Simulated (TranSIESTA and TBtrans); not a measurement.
Junction: Al point contact of 4 atoms in a row between two rods. Leads: fcc Al rod along [100], layers of 5 and 4 atoms, a = 4.04 Å. Geometry: as built, not relaxed. Transport runs along z; the first 18 and the last 18 of the 71 atoms are the lead cells, repeated to infinity.

```xyz
71
Lattice="14.213 0.000 0.000 0.000 14.213 0.000 0.000 0.000 40.205" Properties=species:S:1:pos:R:3 pbc="F F T"
Al     7.107     7.107     0.000
Al     9.963     7.107     0.000
Al     7.107     9.963     0.000
Al     4.250     7.107     0.000
Al     7.107     4.250     0.000
Al     8.535     8.535     2.020
Al     5.678     8.535     2.020
Al     8.535     5.678     2.020
Al     5.678     5.678     2.020
Al     7.107     7.107     4.040
Al     9.963     7.107     4.040
Al     7.107     9.963     4.040
Al     4.250     7.107     4.040
Al     7.107     4.250     4.040
Al     8.535     8.535     6.060
Al     5.678     8.535     6.060
Al     8.535     5.678     6.060
Al     5.678     5.678     6.060
Al     7.107     7.107     8.080
Al     9.963     7.107     8.080
Al     7.107     9.963     8.080
Al     4.250     7.107     8.080
Al     7.107     4.250     8.080
Al     8.535     8.535    10.100
Al     5.678     8.535    10.100
Al     8.535     5.678    10.100
Al     5.678     5.678    10.100
Al     7.107     7.107    12.120
Al     9.963     7.107    12.120
Al     7.107     9.963    12.120
Al     4.250     7.107    12.120
Al     7.107     4.250    12.120
Al     8.535     8.535    14.140
Al     5.678     8.535    14.140
Al     8.535     5.678    14.140
Al     5.678     5.678    14.140
Al     7.107     7.107    16.160
Al     7.107     7.107    18.788
Al     7.107     7.107    21.416
Al     7.107     7.107    24.045
Al     8.535     8.535    26.065
Al     5.678     8.535    26.065
Al     8.535     5.678    26.065
Al     5.678     5.678    26.065
Al     7.107     7.107    28.085
Al     9.963     7.107    28.085
Al     7.107     9.963    28.085
Al     4.250     7.107    28.085
Al     7.107     4.250    28.085
Al     8.535     8.535    30.105
Al     5.678     8.535    30.105
Al     8.535     5.678    30.105
Al     5.678     5.678    30.105
Al     7.107     7.107    32.125
Al     9.963     7.107    32.125
Al     7.107     9.963    32.125
Al     4.250     7.107    32.125
Al     7.107     4.250    32.125
Al     8.535     8.535    34.145
Al     5.678     8.535    34.145
Al     8.535     5.678    34.145
Al     5.678     5.678    34.145
Al     7.107     7.107    36.165
Al     9.963     7.107    36.165
Al     7.107     9.963    36.165
Al     4.250     7.107    36.165
Al     7.107     4.250    36.165
Al     8.535     8.535    38.185
Al     5.678     8.535    38.185
Al     8.535     5.678    38.185
Al     5.678     5.678    38.185
```

Run with TranSIESTA and TBtrans (open boundaries, self-consistent; PseudoDojo norm-conserving potentials, scalar-relativistic): PAO.BasisSize SZP, PAO.EnergyShift 0.15 eV, XC.Authors PBE, Mesh.Cutoff 150 Ry, ElectronicTemperature 300 K, TS.Voltage 0.0 eV, TBT.Elecs.Eta 0.001 eV, no spin polarisation.

Energies count from the leads' Fermi level. Transmissions are for one spin of a degenerate pair. The energy step is 0.02 eV; narrower resonances are cut or missed.

```tsv
E (eV)	T
-0.20	0.555
-0.16	0.703
-0.12	0.882
-0.08	1.09
-0.04	1.35
0.00	1.71
0.04	2.64
0.08	2.80
0.12	2.91
0.16	2.97
0.20	2.99
```

Problem. Give the zero-bias conductance in μS and the resistance at 300 K.

Solution. At the Fermi level T = 1.71. Averaged with −∂f/∂E over the full grid (kT = 25.9 meV) it is 1.86. With G0 = 2e²/h = 77.48 μS, G = 144 μS and R = 1/G = 6.94 kΩ.

Problem. Estimate the thermopower by Mott's formula S = −(π²/3)(kB²T/e) d ln T/dE from the rows at -0.04 and 0.04 eV.

Solution. d ln T/dE = 8.38 eV⁻¹ and (π²/3) kB²T/e = 7.33 μV/K · eV, so S = -61 μV/K; the full integral gives -44 μV/K. A negative sign means that T rises with energy over the thermal window.

Problem. The eigenchannels at the Fermi level transmit 0.731, 0.731, 0.253. What Fano factor of the shot noise follows at low temperature and bias?

Solution. F = Σ τ(1 − τ)/Σ τ = 0.582/1.71 = 0.34.

The leads' channel count changes near 0.03 eV, within the thermal window, so values at the Fermi level hang on where that band edge falls.
